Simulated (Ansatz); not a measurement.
Defect migration in fcc Al: Zn-vacancy pair (Zn on one host Al site, one Al site vacant), neutral cell. Computed with PBE, PAW (plane waves to 420 eV; Ansatz, an electronic-structure program).

Cell of 32 host sites held at the relaxed PBE lattice; a 4×4×4 k-point mesh shifted by half a step; Fermi-Dirac width 0.10 eV, spin-restricted; finite-size errors left in. No zero-point or tunnelling terms. Forms of the defect that were not tried may lie lower.

Barriers: single points on a 6×6×6 k-point mesh shifted by half a step at the bands' geometries.

The step: a nearby Al atom hops onto the vacant site (Zn-vacancy distance between ideal sites 2.86 Å throughout). Atoms about the jump, Cartesian Å from the middle of the jump, before and after:

```
atom     x0     y0     z0     x1     y1     z1
----  -----  -----  -----  -----  -----  -----
Al1    0.98  -0.98   0.00  -0.98   0.98   0.00
Zn2   -1.01  -0.95  -1.97  -0.95  -1.01  -1.97
Al3   -1.01  -0.98   2.00  -0.98  -1.01   2.00
Al4    0.98   1.01  -1.99   1.02   0.98  -1.99
Al5    0.99   1.02   2.00   1.02   0.98   2.00
Al6   -1.01  -3.02   0.00  -0.98  -3.00   0.00
Al7   -3.00  -0.98   0.00  -3.02  -1.01   0.00
Al8    0.98   3.01   0.00   1.02   3.03   0.00
Al9    3.03   1.02   0.00   3.01   0.99   0.00
```

Task: Give the saddle-point geometry and the barrier.

Result: 
| atom | x | y | z |
|---|---|---|---|
| Al1 | -0.03 | -0.04 | -0.05 |
| Zn2 | -1.05 | -1.06 | -2.18 |
| Al3 | -1.04 | -1.05 | 2.16 |
| Al4 | 1.09 | 1.07 | -2.15 |
| Al5 | 1.05 | 1.04 | 2.13 |
| Al6 | -0.97 | -2.98 | 0.02 |
| Al7 | -2.96 | -0.98 | 0.02 |
| Al8 | 0.99 | 2.98 | 0.01 |
| Al9 | 2.99 | 0.98 | 0.01 |
It lies 0.55 eV above the start and 0.55 eV above the end. The saddle point's order was not checked, and it lies on a symmetry element of the cell, where a band can be held.
